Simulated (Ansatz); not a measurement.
Base system: MgS in the rock salt structure (space group Fm-3m, No. 225; a = 5.182 Å). Axes: x, y, z lie along the cube axes.

Calculations: PBEsol in Ansatz (plane waves to 420 eV, PAW, no spin-orbit coupling).

Strains are applied to the cell and any free atomic positions relax; under biaxial strain the out-of-plane vector relaxes too.

One change was made to it. Results:

```csv
quantity,base,after
smallest direct gap,3.69 eV,3.62 eV
shortest interatomic distance,2.591 Å,2.584 Å
```

Problem. Which of these changes matches the shifts?
A) biaxial strain +0.50 %, plane normal [001], relaxed out of plane
B) biaxial strain −1.50 %, plane normal [001], relaxed out of plane
C) biaxial strain +2.00 %, plane normal [001], relaxed out of plane

Solution. A, biaxial strain +0.50 %, plane normal [001], relaxed out of plane. For comparison, the smallest direct gap in the other runs: biaxial strain +2.00 %, plane normal [001], relaxed out of plane gives 3.42 eV; biaxial strain −1.50 %, plane normal [001], relaxed out of plane gives 3.80 eV.

Gaps are read on the SCF mesh and a high-symmetry path. No phonon test of stability was made.

Ansatz is a quantum-chemistry and plane-wave program.
